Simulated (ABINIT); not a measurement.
A self-consistent single point of MgB₂ (P6/mmm, 3 atoms in the cell) with ABINIT.

Method: PBE, PAW (JTH v2.0 PBE PAW) (plane waves; ABINIT 10.0.3).

The change in words: lattice scaled by 0.98. Reference geometry:
```yaml
crystal:
  lattice:
    - [2.99722, 0.00000, 0.00000]
    - [-1.49861, 2.59567, 0.00000]
    - [0.00000, 0.00000, 3.44552]
  atoms:
    - { symbol: Mg, position: [0.00000, 0.00000, 0.00000] }
    - { symbol: B, position: [0.66667, 0.33333, 0.50000] }
    - { symbol: B, position: [0.33333, 0.66667, 0.50000] }
```

Reference input (self-consistent single point, DFT, PBE, plane waves, PAW (JTH v2.0 PBE PAW)): pseudos = [Mg.GGA_PBE-JTH.xml, B.GGA_PBE-JTH.xml]; ecut = 20 Ha; pawecutdg = 40 Ha; ixc = 11; occopt = 3; tsmear = 0.00367493 Ha; ngkpt = 13 13 10; nshiftk = 1; shiftk = 0 0 0; potentials = JTH v2.0 PBE PAW; nband = 13; kptopt = 1. This run's input differs from it in these lines:

```diff
@@ -5,5 +5,5 @@
 rprim
-         5.6639191977   -0.0000004566    0.0000000000
-        -2.8319592035    4.9050981385    0.0000000000
-         0.0000000000    0.0000000000    6.5110948261
+         5.5506414841   -0.0000004634    0.0000000000
+        -2.7753203408    4.8069967642    0.0000000000
+         0.0000000000    0.0000000000    6.3808737989
 natom 3
```

Log, with long lists cut:

```
--- !BeginCycle
solver: {iscf: 17, nstep: 60, nline: 4, wfoptalg: 10, }
tolerances: {toldfe: 1.00E-09, }
...

     iter   Etot(hartree)      deltaE(h)  residm     nres2
 ETOT  1  -67.862858901839    -6.786E+01 1.194E+01 8.639E+00
 ETOT  2  -69.323057557764    -1.460E+00 3.622E-02 2.008E+00
 ETOT  3  -69.302859277278     2.020E-02 3.310E-02 1.531E-01
 ETOT  4  -69.302610714849     2.486E-04 3.747E-03 2.078E-02
 ETOT  5  -69.302673255615    -6.254E-05 8.350E-04 4.798E-03
   [... 2 lines left out ...]
 ETOT  8  -69.302632761109    -4.879E-09 4.425E-04 1.847E-06
 ETOT  9  -69.302632753084     8.025E-09 1.946E-04 4.102E-08
 ETOT 10  -69.302632753557    -4.725E-10 2.260E-04 3.998E-09
 ETOT 11  -69.302632753590    -3.368E-11 8.364E-05 1.418E-10
 At SCF step   11, etot is converged :
  for the second time, diff in etot=  3.368E-11 < toldfe=  1.000E-09

 Cartesian components of stress tensor (hartree/bohr^3)
  sigma(1 1)= -1.00685037E-03  sigma(3 2)=  0.00000000E+00
  sigma(2 2)= -1.00685037E-03  sigma(3 1)=  0.00000000E+00
  sigma(3 3)= -6.44682695E-04  sigma(2 1)=  1.38037604E-13

 ----iterations are completed or convergence reached----

 reduced coordinates (array xred) for    3 atoms
       0.000000000000      0.000000000000      0.000000000000
       0.666666666667      0.333333333333      0.500000000000
       0.333333333333      0.666666666667      0.500000000000
 cartesian forces (eV/Angstrom) at end:
    1     -0.00000000000000    -0.00000000000000    -0.00000000000000
    2     -0.00000000000000    -0.00000000000000    -0.00000000000000
   [... lines left out ...]
 Fermi (or HOMO) energy (eV) =   8.27554   Average Vxc (eV)= -11.28281
   [... lines left out ...]
'-kT*entropy'       : -7.37947545054663E-04
total_energy        : -6.93026306255918E+01
total_energy_eV     : -1.88582048446077E+03
...

-Cartesian components of stress tensor (GPa)         [Pressure=  2.6071E+01 GPa]
- sigma(1 1)= -2.96225555E+01  sigma(3 2)=  0.00000000E+00
- sigma(2 2)= -2.96225555E+01  sigma(3 1)=  0.00000000E+00
- sigma(3 3)= -1.89672165E+01  sigma(2 1)=  4.06120583E-09

 Calculation completed.
```

The run converged in 11 iterations. 

The starting cell comes from a database of computed structures (which also holds hypothetical and non-ambient phases and stackings), without a prior relaxation at this level. Its lattice was rescaled by a random factor within 2.5 % of one. For this run, on top of that: lattice scaled by 0.98. With a pressure of about 26 GPa the cell is away from its equilibrium volume at this level.

These are the values that this program gave, and no reference: the one-centre exchange-correlation terms come from a truncated expansion.

Cost on one core of a shared machine: roughly 30 s.
